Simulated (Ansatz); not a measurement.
**A self-consistent single point of RbBi2 (R3m, 6 atoms in the cell) with Ansatz (a quantum-chemistry and plane-wave program)**

Method: PBEsol, default PAW files made with PBE (plane waves; Ansatz).

The input file:

Ansatz 0.2 input:
```yaml
crystal:
  lattice:
    - [0.00000000, 4.78699100, 4.78699100]
    - [4.78699100, 0.00000000, 4.78699100]
    - [4.78699100, 4.78699100, 0.00000000]
  atoms:
    - { symbol: Rb, position_ang: [4.81585656, 4.81585656, 4.81585656] }
    - { symbol: Rb, position_ang: [7.18048650, 7.18048650, 7.18048650] }
    - { symbol: Bi, position_ang: [1.19674775, 3.59024325, 3.59024325] }
    - { symbol: Bi, position_ang: [3.59024325, 3.59024325, 1.19674775] }
    - { symbol: Bi, position_ang: [3.59024325, 1.19674775, 3.59024325] }
    - { symbol: Bi, position_ang: [1.19674775, 1.19674775, 1.19674775] }
basis:
  ecutwfc: 30.9 Ry
kpoints:
  mp_grid: { grid: [3, 3, 3] }
hamiltonian:
  xc: pbesol
  pseudopotentials: { kind: paw }
scf:
  occupations: { method: fermi_dirac, width: 0.0073 Ry }
output:
  forces: true
  eigenvalues: true
  stress: true
```

Output, abridged:

```
WARN ansatz: RAYON_NUM_THREADS=1 ignored (pool sized by the plan → 1); use --threads N
Pseudopotentials: kind: paw
Pseudopotential: Rb, paw, valence charge 9
Pseudopotential: Bi, paw, valence charge 15
Crystal: 6 atoms, lattice volume = 219.391 Å³
Basis set: ecut = 420.4159175005146 eV, 4285 PW (Γ), exchange–correlation on 96×96×96 points (8 copies of the dense FFT grid, shifted against one another)
Bands: 47, of which v1, the nominal top of the filled ones, is band 39 counted from 1 (38 counted from 0)
Symmetry: 6 space group operations
Space group: R3m (ITA 160), of the structure as read, at distance tolerance 6.0e-5 Å
k-points: 6 of 27 (time reversal used)
PAW frozen core: Rb, regenerated for the run's functional, and the local potential with it
PAW frozen core: Bi, regenerated for the run's functional, and the local potential with it
Initial density: superposition of atomic densities (neutral atoms: chi_scale 0, normalization atom), corrected by the library's trained network
Initial wavefunctions: pseudopotential atomic-orbital guess
Eigensolver: davidson
Functional: x = pbesol(κ = 0.804, μ = 0.12345679012345678), c = pbesol(β = 0.046)
SCF iter   1: F=—  HF=-55403.403285 eV  |F-HF|=—  |Δ(HF+E_count)|=         —  Δρ=1.56e-3  dr2=5.12e-3  ethr=1.77e-3  ⟨swp⟩=8.3  Hψ=1255  notcnv=0
all-band conjugate gradients solve this SCF's bands
preconditioner: auto → Kerker (q_TF=auto, 2.296 Å⁻¹)
SCF iter   2: F=—  HF=-55403.400807 eV  |F-HF|=—  |Δ(HF+E_count)|=   2.48e-3  Δρ=1.12e-3  dr2=2.91e-3  ethr=6.56e-6  ⟨swp⟩=2.0  Hψ=520  notcnv=0
SCF iter   3: F=—  HF=-55403.400838 eV  |F-HF|=—  |Δ(HF+E_count)|=   3.06e-5  Δρ=5.14e-4  dr2=4.70e-4  ethr=3.73e-6  ⟨swp⟩=2.0  Hψ=507  notcnv=0
SCF iter   4: F=—  HF=-55403.400719 eV  |F-HF|=—  |Δ(HF+E_count)|=   1.19e-4  Δρ=3.58e-4  dr2=2.47e-4  ethr=6.02e-7  ⟨swp⟩=1.0  Hψ=281  notcnv=0
SCF iter   5: F=—  HF=-55403.400707 eV  |F-HF|=—  |Δ(HF+E_count)|=   1.20e-5  Δρ=3.12e-4  dr2=1.80e-4  ethr=3.17e-7  ⟨swp⟩=2.0  Hψ=507  notcnv=0
SCF iter   6: F=—  HF=-55403.400664 eV  |F-HF|=—  |Δ(HF+E_count)|=   4.26e-5  Δρ=2.04e-4  dr2=6.90e-5  ethr=2.31e-7  ⟨swp⟩=2.0  Hψ=505  notcnv=0
SCF iter   7: F=—  HF=-55403.400487 eV  |F-HF|=—  |Δ(HF+E_count)|=   1.77e-4  Δρ=8.57e-5  dr2=1.18e-5  ethr=8.85e-8  ⟨swp⟩=2.3  Hψ=520  notcnv=0
SCF iter   8: F=—  HF=-55403.400482 eV  |F-HF|=—  |Δ(HF+E_count)|=   5.32e-6  Δρ=1.77e-5  dr2=4.79e-7  ethr=1.51e-8  ⟨swp⟩=2.0  Hψ=505  notcnv=0
SCF iter   9: F=-55403.400482 eV  HF=-55403.400482 eV  |F-HF|=3.55e-9  |Δ(HF+E_count)|=   2.13e-7  Δρ=1.22e-6  dr2=7.21e-9  ethr=1.28e-10  ⟨swp⟩=5.7  Hψ=1452  notcnv=0
SCF 1 converged in 9 iterations: F = -55403.400482 eV  dr2 = 7.21e-9
SCF converged after 9 iterations
Free energy (F): -55403.400482 eV
Harris-Foulkes:  -55403.400482 eV  (|F-HF|=3.55e-9)
Internal energy: -55403.144615 eV  (E = F + TS)
E sigma→0 (E₀):  -55403.272549 eV
Entropy (-TS):   -0.255866 eV (-42.644 meV/atom)
Fermi energy:    8.845536 eV
--- Per-component energies (eV) ---
  E_band       = -613.207732
  E_kinetic    = 1598.420503
  E_local      = -7795.596489  (includes V_loc(G=0)·N_el)
  E_nonlocal   = 2593.676091
  E_hartree    = 2532.223576
  E_xc         = -859.769159
  E_vxc        = -849.508060  (∫ρ·V_xc dr)
  E_paw        = -47176.245856  (= ΣΔE_a)
  E_vpaw       = -1224.645517  (= ΣTr[D̂ρ^β])
  E_aug_tail   = -0.001858  (compensation charges beyond the density's cutoff)
  E_ewald      = -6296.457775
  E_core_change = 0.606350  (= ΣΔE_core)
  E_smearing   = -0.255866  (= −TS)
  E_closure    = -0.000000  (closes the sum)
  Σ components = -55403.400482   (vs F -55403.400482, Δ=0.00e0)
--- Forces (eV/Å), atoms counted from 1 ---
  atom   1  Rb    -0.03834296    -0.03834296    -0.03834296
  atom   2  Rb     0.00486778     0.00486778     0.00486778
  atom   3  Bi     0.01228174     0.00843459     0.00843459
  atom   4  Bi     0.00843459     0.00843459     0.01228174
  atom   5  Bi     0.00843459     0.01228174     0.00843459
  atom   6  Bi     0.00432474     0.00432474     0.00432474
  max |Σ_I F_I| component: 4.85e-7 eV/Å
--- Stress (GPa, compression-positive) ---
       -0.076829      -0.029158      -0.029158
       -0.029158      -0.076829      -0.029158
       -0.029158      -0.029158      -0.076829
  P = ⅓ Tr σ = -0.0768 GPa (-0.768 kbar)
  The stress holds the Pulay correction. Without it, at fixed plane waves, as pw.x and ABINIT print it: P = -0.0935 GPa
--- Band table (eV; the first three rows and the last of 6) ---
  k-point 0: bands = ["-19.1460", "-19.1086", "-14.4346", "-14.3534", "-14.3534", "-14.3532", "-14.3370", "-14.3370", "-14.2013", "-14.1986", "-14.1986", "-14.1797", "-14.1797", "-14.1774", "-14.1572", "-14.1572", "-14.1541", "-14.1383", "-14.1383", [...]
  k-point 1: bands = ["-19.1398", "-19.1147", "-14.4064", "-14.3452", "-14.3426", "-14.3321", "-14.2930", "-14.2904", "-14.2446", "-14.2083", "-14.2055", "-14.1831", "-14.1828", "-14.1811", "-14.1634", "-14.1632", "-14.1568", "-14.1432", "-14.1424", [...]
  k-point 2: bands = ["-19.1366", "-19.1180", "-14.3886", "-14.3527", "-14.3240", "-14.3062", "-14.3056", "-14.2800", "-14.2477", "-14.2195", "-14.2184", "-14.1767", "-14.1750", "-14.1728", "-14.1718", "-14.1682", "-14.1671", "-14.1530", "-14.1391", [...]
  k-point 5: bands = ["-19.1313", "-19.1233", "-14.3713", "-14.3257", "-14.3203", "-14.3147", "-14.2964", "-14.2858", "-14.2272", "-14.2240", "-14.2146", "-14.2044", "-14.2010", "-14.1734", "-14.1700", "-14.1587", "-14.1521", "-14.1497", "-14.1477", [...]
```

The run converged in 9 iterations.

The starting cell comes from a database of computed structures (which also holds hypothetical and non-ambient phases and stackings), without a prior relaxation at this level. Its lattice was rescaled by up to half a per cent. One atom was moved a little off its site on purpose. Spin-orbit coupling is off. Ansatz's pressure includes its estimate of the finite-basis (Pulay) stress.
